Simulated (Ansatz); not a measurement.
## Hypothetical rutile HfS2: pressure series

Start from HfS$_{2}$ in the rutile structure (space group P4_2/mnm, No. 136; a hypothetical phase, not in the database extracts checked).

Space group P4₂/mnm (No. 136); a = 6.0237 Å, b = 6.0237 Å, c = 3.6520 Å, α = 90.00°, β = 90.00°, γ = 90.00°

| atom | site | symmetry | x | y | z |
|---|---|---|---|---|---|
| Hf | 2a | m.mm | 0.0000 | 0.0000 | 0.0000 |
| S | 4f | m.2m | 0.3011 | 0.3011 | 0.0000 |

Cell and atoms are relaxed at each pressure.

Level of theory: DFT with PBEsol, PAW potentials and a 420 eV plane-wave cutoff in Ansatz (an electronic-structure program), no spin-orbit coupling.

```tsv
P (GPa)	V (Å³/atom)
-1.99	22.574
-1.00	22.323
0.30	22.017
0.70	21.928
1.50	21.757
3.00	21.451
4.99	21.079
7.50	20.655
```

### Question
Fit a third-order Birch–Murnaghan equation of state.

### Answer
Least squares on P(V) = (3B₀/2)[(V₀/V)^(7/3) − (V₀/V)^(5/3)]·[1 + (3/4)(B₀′ − 4)((V₀/V)^(2/3) − 1)] gives V₀ = 22.09 Å³/atom, B₀ = 96 GPa and B₀′ = 4.5.

Between the base and pressure 7.5 GPa the gap moves from 0.26 eV to 0.06 eV, a mean slope of -26 meV/GPa.

Spin-orbit coupling, missing from the scalar runs, can matter with Hf. Load acts through the strain it causes; cell and atoms are relaxed under it. Whether these cells are dynamically stable was not tested. Competing high-pressure phases were not computed. A zero or small gap of HfS2 can be the functional's error rather than a property of the material.
